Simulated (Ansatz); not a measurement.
# Carrier properties of ZnS under load (space group P6_3mc)

Consider the following.

```xyz
4
Lattice="3.7678 0.0000 0.0000 -1.8839 3.2630 0.0000 0.0000 0.0000 6.3057" Properties=species:S:1:pos:R:3 pbc="T T T"
Zn     0.0000     2.1753     0.0133
Zn     1.8839     1.0877     3.1661
S      0.0000     2.1753     2.3514
S      1.8839     1.0877     5.5042
```

The numbers are results of r2SCAN with spin-orbit coupling, rigid bands (plane waves, PAW; Ansatz, a first-principles code), not measurements. Condition of this run: uniaxial stress along c of -2 GPa (compression positive) (the target of the relaxation). Cell: cell and atoms relaxed with PBEsol, then loaded as said.

The band gap is 2.74 eV and the electron conductivity mass (300 K, dilute) is 0.23 (x), 0.23 (y), 0.177 (z) mₑ. The hole conductivity mass (300 K, dilute) comes out as 0.96 (x), 0.96 (y), 1.60 (z) mₑ, the effective density of states N_c (300 K) is 2.4e18 cm⁻³ and the effective density of states N_v (300 K) is 3.2e19 cm⁻³. The density-of-states mass, electrons is 0.21 mₑ and the density-of-states mass, holes is 1.19 mₑ. The Seebeck coefficient, n-type 1e19 cm⁻³, 300 K is -118 μV/K and the Seebeck coefficient, p-type 1e19 cm⁻³, 300 K is 355 μV/K. The best p-type power factor at 300 K for τ = 10 fs (best axis; densities from 1e16 to 1e21 cm⁻³ tried, whether or not they can be reached) is 9.4 μW/(cm·K²) at 3e20 cm⁻³.

Rigid bands; masses and Seebeck coefficients take one relaxation time τ for all states and one kind of carrier; polarons and phonon drag are left out. Geometry: cell and atoms relaxed with PBEsol.
